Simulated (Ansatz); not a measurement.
The starting structures come from a database of crystals and need not be the phases stable at ambient conditions.

By PBEsol, the system below comes out a metal.

Without scattering a metal conducts by its projected Fermi surface.

Given:

```xyz
8
Lattice="2.8876 0.0000 0.0000 0.0000 13.1048 0.0000 1.4438 0.0000 2.5007" Properties=species:S:1:pos:R:3 pbc="T T T"
Al     1.4438     9.8286     0.8336
Al     2.8876     3.2762     1.6672
V      1.4438     5.4204     0.8336
V      2.8876     7.6844     1.6672
V      2.8876    11.9728     1.6672
V      1.4438     1.1320     0.8336
C      0.0000     0.0000     0.0000
C      0.0000     6.5524     0.0000
```

Space group of this cell: P6_3/mmc. The cell is taken as given; by PBEsol its mean pressure is -3.8 GPa.

The current flows along the normal of the first two printed cell vectors, the (100) plane of the conventional cell. No spin-orbit coupling; the value is a mean over 0.1 eV about the Fermi level.

Problem. Predict the ballistic conductance per area from PBEsol (Ansatz, a program for electronic structure).

Solution. 0.75 × 10¹⁵ S/m² for both spins.
